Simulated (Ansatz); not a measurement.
Pressure series in hypothetical rock salt ZrSi

The parent structure is ZrSi in the rock salt structure (space group Fm-3m, No. 225; a = 5.3418 Å; a hypothetical phase, not in the database extracts checked).

Cell and atoms are relaxed at each pressure.

Method: PBEsol (Ansatz, a quantum-chemistry and plane-wave program; PAW; 420 eV plane waves; no spin-orbit coupling), earlier PAW set.

| P (GPa) | V (Å³/atom) |
|---|---|
| -2.01 | 19.384 |
| -1.01 | 19.216 |
| 3.00 | 18.607 |
| 7.00 | 18.081 |
| 14.99 | 17.205 |
| 30.01 | 15.955 |
| 50.01 | 14.751 |
| 75.01 | 13.656 |
| 100.01 | 12.825 |

Q: Fit a third-order Birch–Murnaghan equation of state.

A: Least squares on P(V) = (3B₀/2)[(V₀/V)^(7/3) − (V₀/V)^(5/3)]·[1 + (3/4)(B₀′ − 4)((V₀/V)^(2/3) − 1)] gives V₀ = 19.05 Å³/atom, B₀ = 121 GPa and B₀′ = 3.7.

Load acts through the strain it causes; cell and atoms are relaxed under it. Stability against distortions was not tested. No other phases were tried under pressure. All final runs are without spin polarisation.
